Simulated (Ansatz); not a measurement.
**Element substitutions in CdS**

Base system: CdS in the zinc blende structure (space group F-43m, No. 216; a = 5.927 Å).

Each row replaces one element on all its sites; cell and atoms are relaxed.

All numbers come from PBE in Ansatz (plane waves to 420 eV, PAW, no spin-orbit coupling), earlier PAW set.

| case | shortest interatomic distance | band gap |
|---|---|---|
| base | 2.567 Å | 1.04 eV |
| Cd → Zn | 2.357 Å | 2.01 eV |
| S → Os | 2.611 Å | zero |
| Cd → Be | 2.111 Å | 3.15 eV |

With Os present, leaving out spin-orbit coupling can change the band edges. Whether these cells are dynamically stable was not tested. As relaxed here, CdOs is a hypothetical phase, not in the database extracts checked. The final runs are not spin-polarised. CdOs has a high density of states at the Fermi level and may be magnetic at this level.

Ansatz is a program for electronic structure.
